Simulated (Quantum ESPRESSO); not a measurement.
Worked example: self-consistent single point of NaCd3 (Fm-3m, 4 atoms in the cell) in Quantum ESPRESSO.

Method: LDA (PZ), GBRV 1.5 ultrasoft (LDA) pseudopotentials (plane waves; Quantum ESPRESSO).

```
NaCd3
1.0
   -3.53941     0.00000     3.53941
    0.00000     3.53941     3.53941
   -3.53941     3.53941     0.00000
Na Cd
1 3
Direct
  0.00000   0.00000   0.00000
  0.25000   0.25000   0.25000
  0.75000   0.75000   0.75000
  0.50000   0.50000   0.50000
```

Reference input (self-consistent single point, DFT, LDA (PZ), plane waves, GBRV 1.5 ultrasoft (LDA) pseudopotentials): ecutwfc = 40 Ry; ecutrho = 200 Ry; occupations = smearing; smearing = fermi-dirac; degauss = 0.0073499 Ry; potentials = {Na: na_lda_v1.5.uspp.F.UPF, Cd: cd_lda_v1.uspp.F.UPF}; K_POINTS = automatic 8 8 8 0 0 0; conv_thr = 1e-11 Ry. This run's input differs from it in these lines:

```diff
@@ -31,3 +31,3 @@
 K_POINTS automatic
-8 8 8  0 0 0
+5 5 5  0 0 0
```

The program printed (abridged):

```
     Self-consistent Calculation

     iteration #  1     ecut=    40.00 Ry     beta= 0.70

     negative rho (up, down):  5.869E-02 0.000E+00

     total energy              =    -438.51123495 Ry
     estimated scf accuracy    <       0.48770377 Ry

     iteration #  2     ecut=    40.00 Ry     beta= 0.70

     negative rho (up, down):  6.090E-02 0.000E+00

     total energy              =    -438.68462393 Ry
     estimated scf accuracy    <       0.12070331 Ry

     iteration #  3     ecut=    40.00 Ry     beta= 0.70

     negative rho (up, down):  6.107E-02 0.000E+00

     total energy              =    -438.70666281 Ry
     estimated scf accuracy    <       0.00247522 Ry

   [... 5 blocks of this kind left out ...]

     iteration #  9     ecut=    40.00 Ry     beta= 0.70

     negative rho (up, down):  6.154E-02 0.000E+00

     total energy              =    -438.70751837 Ry
     estimated scf accuracy    <          1.5E-10 Ry

     iteration # 10     ecut=    40.00 Ry     beta= 0.70

     negative rho (up, down):  6.154E-02 0.000E+00
     End of self-consistent calculation

     the Fermi energy is     9.0123 ev

!    total energy              =    -438.70751837 Ry
     estimated scf accuracy    <          7.3E-12 Ry
     smearing contrib. (-TS)   =      -0.00422726 Ry
     internal energy E=F+TS    =    -438.70329111 Ry

     convergence has been achieved in  10 iterations

     negative rho (up, down):  6.154E-02 0.000E+00

     Forces acting on atoms (cartesian axes, Ry/au):

     atom    1 type  1   force =     0.00000000    0.00000000   -0.00000000
   [... zero for the other atoms too ...]

     Total force =     0.000000     Total SCF correction =     0.000000

     negative rho (up, down):  6.154E-02 0.000E+00
          total   stress  (Ry/bohr**3)                   (kbar)     P=      -37.72
  -0.00025642  -0.00000000   0.00000000          -37.72       -0.00        0.00
  -0.00000000  -0.00025642   0.00000000           -0.00      -37.72        0.00
  -0.00000000   0.00000000  -0.00025642           -0.00        0.00      -37.72

   JOB DONE.
```

The run converged in 10 iterations. Against the reference run the free energy goes up by 4.6 meV/atom and the pressure goes from -3.65 to -3.77 GPa.

The starting cell comes from a database of computed structures (which also holds hypothetical and non-ambient phases and stackings), without a prior relaxation at this level. With a pressure of about -4 GPa the cell is away from its equilibrium volume at this level.
